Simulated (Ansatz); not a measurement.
Worked example: self-consistent single point of K (Im-3m, 1 atom in the cell) in Ansatz (an electronic-structure program).

Method of the run: PBE (plane waves, PAW; Ansatz).

The change in words: lattice scaled by 0.98; basis.ecutwfc: 420 eV → 380 eV. Reference geometry:
```
CELL_PARAMETERS angstrom
     -2.65320     2.65320     2.65320
      2.65320    -2.65320     2.65320
      2.65320     2.65320    -2.65320
ATOMIC_POSITIONS crystal
  K  0.00000 0.00000 0.00000
```

Reference input (self-consistent single point, DFT, PBE, plane waves, default PAW files): basis.ecutwfc = 420 eV; kpoints.mp_grid.grid = 9 9 9; hamiltonian.xc = pbe; hamiltonian.pseudopotentials = {kind: paw} (the program's default PAW files); scf.occupations.method = fermi_dirac; scf.occupations.width = 0.1 eV. This run's input differs from it in these lines:

Ansatz 0.2 input:
```diff
@@ -2,5 +2,5 @@
   lattice:
-    - [-2.65320000, 2.65320000, 2.65320000]
-    - [2.65320000, -2.65320000, 2.65320000]
-    - [2.65320000, 2.65320000, -2.65320000]
+    - [-2.60013600, 2.60013600, 2.60013600]
+    - [2.60013600, -2.60013600, 2.60013600]
+    - [2.60013600, 2.60013600, -2.60013600]
   atoms:
@@ -8,3 +8,3 @@
 basis:
-  ecutwfc: 420.0
+  ecutwfc: 380.0
 kpoints:
```

Output, abridged:

```
SCF iter   1: F=—  HF=-1537.796371 eV  |F-HF|=—  |Δ(HF+E_count)|=         —  Δρ=2.80e-4  dr2=2.85e-5  ethr=1.77e-3  ⟨swp⟩=5.2  Hψ=2293  notcnv=0
all-band conjugate gradients solve this SCF's bands
preconditioner: auto → Kerker (q_TF=auto, 1.937 Å⁻¹)
SCF iter   2: F=—  HF=-1537.796154 eV  |F-HF|=—  |Δ(HF+E_count)|=   2.17e-4  Δρ=2.28e-4  dr2=3.66e-5  ethr=3.17e-7  ⟨swp⟩=2.5  Hψ=799  notcnv=0
SCF iter   3: F=—  HF=-1537.796201 eV  |F-HF|=—  |Δ(HF+E_count)|=   4.62e-5  Δρ=8.05e-5  dr2=5.73e-6  ethr=3.17e-7  ⟨swp⟩=2.0  Hψ=440  notcnv=0
SCF iter   4: F=—  HF=-1537.796214 eV  |F-HF|=—  |Δ(HF+E_count)|=   1.35e-5  Δρ=4.01e-5  dr2=8.78e-7  ethr=6.36e-8  ⟨swp⟩=2.0  Hψ=451  notcnv=0
iter 5 did not close the SCF: its close was put off for the readings that it lacked (scf_convergence_deferred on its scf_iter line)
SCF iter   5: F=-1537.796214 eV  HF=-1537.796214 eV  |F-HF|=4.35e-9  |Δ(HF+E_count)|=   1.26e-7  Δρ=1.02e-5  dr2=6.80e-8  ethr=9.75e-9  ⟨swp⟩=2.2  Hψ=423  notcnv=0
SCF iter   6: F=-1537.796214 eV  HF=-1537.796214 eV  |F-HF|=8.29e-10  |Δ(HF+E_count)|=   9.74e-9  Δρ=7.70e-7  dr2=5.46e-10  ethr=7.56e-10  ⟨swp⟩=1.8  Hψ=1017  notcnv=0
SCF 1 converged in 6 iterations: F = -1537.796214 eV  dr2 = 5.46e-10
Free energy (F): -1537.796214 eV
Internal energy: -1537.773324 eV  (E = F + TS)
E sigma→0 (E₀):  -1537.784769 eV
Entropy (-TS):   -0.022891 eV (-22.891 meV/atom)
Fermi energy:    1.956048 eV
--- Forces (eV/Å), atoms counted from 1 ---
  atom   1  K      0.00000000    -0.00000000     0.00000000
--- Stress (GPa, compression-positive) ---
        0.191113       0.000000       0.000000
        0.000000       0.191113       0.000000
        0.000000       0.000000       0.191113
  P = ⅓ Tr σ = 0.1911 GPa (1.911 kbar)
  The stress holds the Pulay correction. Without it, at fixed plane waves, as pw.x and ABINIT print it: P = 0.1889 GPa
```

The run converged in 6 iterations. Against the reference run the free energy rises by 2.0 meV/atom and the pressure goes from -0.04 to 0.19 GPa.

The starting cell has typed, rounded lattice constants, without a prior relaxation at this level. Its lattice was rescaled by up to half a per cent. For this run, on top of that: lattice scaled by 0.98. Ansatz's pressure includes its estimate of the finite-basis (Pulay) stress. The cutoff lies below the one recommended for these files.
